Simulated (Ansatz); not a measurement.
Ti3AlC2, response to strain

Take Ti₃AlC₂ (space group P6_3/mmc, No. 194) as the base.

```
CELL_PARAMETERS angstrom
      3.05074     0.00000     0.00000
     -1.52537     2.64202     0.00000
      0.00000     0.00000    18.50010
ATOMIC_POSITIONS crystal
  Ti 0.66667 0.33333 0.37313
  Ti 0.33333 0.66667 0.62687
  Ti 0.33333 0.66667 0.87313
  Ti 0.66667 0.33333 0.12687
  Ti 0.00000 0.00000 0.50000
  Ti 0.00000 0.00000 0.00000
  Al 0.00000 0.00000 0.75000
  Al 0.00000 0.00000 0.25000
  C  0.33333 0.66667 0.43082
  C  0.66667 0.33333 0.56918
  C  0.66667 0.33333 0.93082
  C  0.33333 0.66667 0.06918
```

Cartesian axes are those of the cell as printed.

Strains are applied to the cell and any free atomic positions relax; under biaxial strain the out-of-plane vector relaxes too; under stress the whole cell relaxes.

Computed with PBEsol (Ansatz, a quantum-chemistry and plane-wave program; PAW; 420 eV plane waves; without spin-orbit coupling).

Notes on the quantities. pressure: mean of the normal stresses, compression positive.

```tsv
case	pressure	volume per atom
base	0.0 GPa	12.43 Å³
biaxial strain +1.38 %, plane normal [001], relaxed out of plane	-3.7 GPa	12.69 Å³
biaxial strain +2.20 %, plane normal [001], relaxed out of plane	___	___
isotropic strain +0.78 %	-3.7 GPa	12.72 Å³
uniaxial stress, 5 GPa tension along z	–	___
```

Problem. Some entries are withheld; estimate them.

Solution. 
- biaxial strain +2.20 %, plane normal [001], relaxed out of plane, pressure: -5.6 GPa
- biaxial strain +2.20 %, plane normal [001], relaxed out of plane, volume per atom: 12.84 Å³
- uniaxial stress, 5 GPa tension along z, volume per atom: 12.58 Å³

Without a gap, meshes like the base's 14×14×2 leave anisotropic stresses uncertain by several tenths of a GPa, and small strain energies with them. Stability under load was not tested beyond the relaxation. All final runs are without spin polarisation.
